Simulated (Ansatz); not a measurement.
We consider spinel CdCr₂S₄, described by LDA in Ansatz (PAW).

Run with plane-wave cutoff 520 eV, 6×6×6 k mesh, Fermi–Dirac smearing 0.01 eV, spin-polarised with parallel moments, scalar-relativistic PAW data made under PBE.

Cell (measured lattice):

```xyz
14
Lattice="0.0000 5.1087 5.1087 5.1087 0.0000 5.1087 5.1087 5.1087 0.0000" Properties=species:S:1:pos:R:3 pbc="T T T"
Cr     6.3859     6.3859     6.3859
Cr     6.3859     3.8315     3.8315
Cr     3.8315     3.8315     6.3859
Cr     3.8315     6.3859     3.8315
S      3.9776     3.9776     3.9776
S      8.7941     6.5320     6.5320
S      6.2398     6.2398     3.9776
S      6.5320     8.7941     6.5320
S      3.9776     6.2398     6.2398
S      8.7941     8.7941     8.7941
S      6.2398     3.9776     6.2398
S      6.5320     6.5320     8.7941
Cd     0.0000     0.0000     0.0000
Cd     2.5543     2.5543     2.5543
```
Starting moments (μB, in the order of the record's atoms Cr Cr Cr Cr S S S S S S S S Cd Cd): 3.0 3.0 3.0 3.0 0.0 0.0 0.0 0.0 0.0 0.0 0.0 0.0 0.0 0.0.

Predict the band gap and smallest direct gap on the k points sampled.


* **band gap**: 0.06 eV
* **smallest direct gap on the k points sampled**: 0.49 eV

Note: the magnetic order was assumed, not searched for or taken from measurement; cell and atoms aren't relaxed at this level (largest force component 0.36 eV/Å, pressure -5.3 GPa).

Spin–orbit coupling is not included; it can close the smallest gap of 0.06 eV.

The computed numbers hold no vibrational or temperature effects.

The result took around 2.5 core-minutes (rough).

Ansatz is a first-principles code.
